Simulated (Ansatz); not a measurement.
The structure below was relaxed with PBEsol-D3(BJ) (Ansatz, a program for electronic structure), scalar-relativistic without spin-orbit coupling, earlier PAW set.

```
NbTe2
1.0
    3.53159     0.00000     0.00000
   -1.76580     3.05845     0.00000
    0.00000     0.00000    13.26451
Nb Te
2 4
Cartesian
  0.00000   2.03896   9.94838
  1.76580   1.01948   3.31613
  0.00000   2.03896   1.45876
  1.76580   1.01948   8.09102
  1.76580   1.01948  11.80575
  0.00000   2.03896   5.17349
```

**Question.** Find the space group and the Wyckoff positions.

**Answer.** Space group P6₃/mmc (No. 194); a = b = 3.532 Å, c = 13.265 Å, α = β = 90.00°, γ = 120.00°

```json
[
 {"atom": "Nb", "site": "2d", "symmetry": "-6m2", "x": "0.6667", "y": "0.3333", "z": "0.2500"},
 {"atom": "Te", "site": "4f", "symmetry": "3m.", "x": "0.3333", "y": "0.6667", "z": "0.1100"}
]
```

**Question.** Describe the coordination.

**Answer.** The crystal has 6 atoms in its conventional cell. Lattice parameters: a = b = 3.532 Å, c = 13.265 Å, α = β = 90.00°, γ = 120.00°. Nb has 6 Te at 2.758 Å (trigonal prismatic). Te sees 3 Nb at 2.758 Å (trigonal pyramidal). (Neighbours: up to the widest gap in distance over summed covalent radii, below 1.35, at either atom; cation-cation and far metal-metal contacts left out.)

Stability against distortions was not tested. The final runs are not spin-polarised. The cell was made from MoTe2 by this change: Mo → Nb; the result is a hypothetical phase, not in the database extracts checked. NbTe2 has a high density of states at the Fermi level and may be magnetic at this level.
